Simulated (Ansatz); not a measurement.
The starting structures come from a database of crystals and need not be the phases stable at ambient conditions.

 Where the default PAW files enter, the runs use the earlier of Ansatz's two default sets.

By PBEsol, the system below comes out a metal.

Data:

```
Ir
1.0
    2.75138     0.00000     0.00000
   -1.37569     2.38276     0.00000
    0.00000     0.00000     4.32842
Ir
2
Direct
  0.66667   0.33333   0.75000
  0.33333   0.66667   0.25000
```

Space group of this cell: P6_3/mmc, hcp (Mg type). The cell is strained (lengths along the current scaled by 0.97, ions clamped); by PBEsol its mean pressure is -1.4 GPa.

The current flows along the normal of the first two printed cell vectors, the (001) (indices of the unstrained crystal) plane of the conventional cell. No spin-orbit coupling; the value is a mean over 0.1 eV about the Fermi level.

Question: Predict the ballistic conductance per area from Ansatz (a first-principles code) with PBEsol.

Answer: 2.2 × 10¹⁵ S/m² for both spins.
